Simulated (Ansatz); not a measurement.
A self-consistent single point of SrAl₂ (Imm2, 6 atoms in the cell) with Ansatz (a first-principles code).

Method of the run: PBEsol, harder PAW files (source: ansatz) made with PBE (plane waves; Ansatz).

```
SrAl2
1.0
   -2.39199     3.94112     3.93289
    2.39199    -3.94112     3.93289
    2.39199     3.94112    -3.93289
Sr Al
2 4
Cartesian
  2.39199   1.97056   0.44589
  0.00000   1.97056   3.53701
  2.39199  -0.54025   2.66941
  0.00000   4.48137   1.26348
  0.00000   0.54025   6.60230
  2.39199   3.40088  -2.66941
```

Reference input (self-consistent single point, DFT, PBEsol, plane waves, default PAW files made with PBE): basis.ecutwfc = 420 eV; kpoints.mp_grid.grid = 5 5 5; hamiltonian.xc = pbesol; hamiltonian.pseudopotentials = {kind: paw} (the program's default PAW files); scf.occupations.method = gaussian; scf.occupations.width = 0.1 eV. This run's input differs from it in these lines:

Ansatz 0.2 input:
```diff
@@ -14,3 +14,3 @@
 basis:
-  ecutwfc: 420.0
+  ecutwfc: 900.0
 kpoints:
@@ -22,2 +22,3 @@
     kind: paw
+    source: ansatz
 scf:
```

Output (repeated stretches shortened):

```
SCF iter   1: F=—  HF=-16660.176897 eV  |F-HF|=—  |Δ(HF+E_count)|=         —  Δρ=2.76e-2  dr2=1.47e0  ethr=3.10e-3  ⟨swp⟩=9.9  Hψ=5204  notcnv=0
all-band conjugate gradients solve this SCF's bands
preconditioner: auto → Kerker (q_TF=auto, 2.372 Å⁻¹)
SCF iter   2: F=—  HF=-16659.786201 eV  |F-HF|=—  |Δ(HF+E_count)|=   3.91e-1  Δρ=1.64e-2  dr2=5.84e-1  ethr=2.30e-3  ⟨swp⟩=3.0  Hψ=1525  notcnv=0  defer=40
   [... lines left out ...]
SCF iter   5: F=—  HF=-16659.563320 eV  |F-HF|=—  |Δ(HF+E_count)|=   2.99e-4  Δρ=3.13e-4  dr2=2.06e-4  ethr=5.13e-6  ⟨swp⟩=2.0  Hψ=1187  notcnv=0  defer=40
SCF iter   6: F=—  HF=-16659.563275 eV  |F-HF|=—  |Δ(HF+E_count)|=   4.51e-5  Δρ=1.01e-4  dr2=1.54e-5  ethr=3.21e-7  ⟨swp⟩=3.0  Hψ=2019  notcnv=0  defer=40
SCF iter   7: F=—  HF=-16659.563132 eV  |F-HF|=—  |Δ(HF+E_count)|=   1.43e-4  Δρ=1.87e-5  dr2=8.94e-7  ethr=2.41e-8  ⟨swp⟩=2.7  Hψ=1823  notcnv=0  defer=40
SCF iter   8: F=-16659.563132 eV  HF=-16659.563132 eV  |F-HF|=1.44e-8  |Δ(HF+E_count)|=   1.45e-7  Δρ=5.16e-6  dr2=4.43e-8  ethr=1.56e-10  ⟨swp⟩=14.4  Hψ=6016  notcnv=0
SCF 1 converged in 8 iterations: F = -16659.563132 eV  dr2 = 4.43e-8
Free energy (F): -16659.563132 eV
Internal energy: -16659.552364 eV  (E = F + TS)
E sigma→0 (E₀):  -16659.557748 eV
Entropy (-TS):   -0.010768 eV (-1.795 meV/atom)
Fermi energy:    8.191057 eV
--- Forces (eV/Å), atoms counted from 1 ---
  atom   1  Sr    -0.00000000     0.00000000    -0.15785454
  atom   2  Sr     0.00000000     0.00000000     0.00372147
  atom   3  Al     0.00000000    -0.01455458     0.01675627
  atom   4  Al    -0.00000000    -0.01959533     0.06030626
  atom   5  Al     0.00000000     0.01455458     0.01675627
  atom   6  Al    -0.00000000     0.01959533     0.06030626
--- Stress (GPa, compression-positive) ---
       -0.836145       0.000000      -0.000000
        0.000000      -0.916387       0.000000
       -0.000000       0.000000      -0.398749
  P = ⅓ Tr σ = -0.7171 GPa (-7.171 kbar)
  The stress holds the Pulay correction. Without it, at fixed plane waves, as pw.x and ABINIT print it: P = -0.7235 GPa
```

The run converged in 8 iterations. Against the reference run the pressure moves little (-0.70 to -0.72 GPa) and the largest force moves little (0.157 to 0.158 eV/Å).

The starting cell comes from a database of computed structures (which also holds hypothetical and non-ambient phases and stackings), without a prior relaxation at this level. Its lattice was rescaled by up to half a per cent. One atom was moved a little off its site on purpose. Ansatz's pressure includes its estimate of the finite-basis (Pulay) stress.

Cost on one core of a shared machine: roughly 40 s.
